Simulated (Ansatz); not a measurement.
**MgO (space group Pm-3n, No. 223; a cell from a computed database, its experimental status unchecked)**

```
MgO
1.0
    5.59041     0.00000     0.00000
    0.00000     5.59041     0.00000
    0.00000     0.00000     5.59041
Mg O
6 6
Direct
  0.25000   0.00000   0.50000
  0.75000   0.00000   0.50000
  0.50000   0.75000   0.00000
  0.50000   0.25000   0.00000
  0.00000   0.50000   0.75000
  0.00000   0.50000   0.25000
  0.25000   0.50000   0.00000
  0.75000   0.50000   0.00000
  0.00000   0.75000   0.50000
  0.00000   0.25000   0.50000
  0.50000   0.00000   0.75000
  0.50000   0.00000   0.25000
```

Level of theory: DFT with PBEsol, PAW potentials and a 420 eV plane-wave cutoff in Ansatz (a quantum-chemistry and plane-wave program), no spin-orbit coupling. Settings: 5×5×5 k-points, 0.05 eV Fermi–Dirac smearing.

Volume per atom: 14.56 Å³
Density: 2.30 g/cm³
Band gap: 2.84 eV, direct at Γ
Electron mass: 0.40 mₑ
Lowest conduction-band minima above the VBM: Γ 2.84 eV
Total energy: -1237.739 eV/atom (σ→0; compares only within this code and set-up)

Masses are band curvatures over ±0.01 Å⁻¹ around the edge. Stability against distortions was not tested. This is not the structure that MgO has at room temperature and ambient pressure.
